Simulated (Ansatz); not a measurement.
Start from Nb in the bcc (W type) structure (space group Im-3m, No. 229; a = 3.311 Å; relaxed with 0.1 eV smearing).

Calculations: PBE (Ansatz, an electronic-structure program), no spin-orbit coupling.

Strains are applied to the cell and any free atomic positions relax.

One change was made to it. Results:

The pressure goes from zero to 18.2 GPa; the energy increases by 84 meV/atom.

Task: Name the change that was made.
(A) isotropic strain −1.50 %
(B) isotropic strain −3.00 %
(C) isotropic strain −0.50 %

Result: B, isotropic strain −3.00 %. For comparison, the energy relative to the base in the other runs: isotropic strain −0.50 % gives +2.2 meV/atom; isotropic strain −1.50 % gives +20 meV/atom.

No phonon test of stability was made. The final runs are not spin-polarised.
